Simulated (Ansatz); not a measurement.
For YSi (model structure, started from the NbAs type, I4₁/amd, No. 141, 4 atoms in the cell), PBE (plane waves, PAW; Ansatz, a program for electronic structure) gives:

- lattice constant a = 4.138 Å
- c axis length = 10.315 Å
- enthalpy of formation = -0.544 eV/atom

### Question
What does PBE-D3(BJ) (Ansatz, PAW) give for the same quantities?

### Answer

- lattice constant a: 4.096 Å (shrinks by 1.0 %)
- lattice parameter c: 10.109 Å (falls by 2.0 %)
- formation enthalpy: -0.612 eV/atom (moves by -0.068 eV/atom)

Changes are worked out from the printed values.

Unless a cell is named, each level is at its own relaxed cell (PBE 22.07, PBE-D3(BJ) 21.21 Å³/atom).

Ansatz's density-functional and Hartree–Fock values are scalar-relativistic unless marked +SOC, with PAW data made under PBE.

A model structure was made by putting elements into a prototype or built by hand; it is no filed structure, need not be a known phase, and can be a saddle point held by its symmetry.
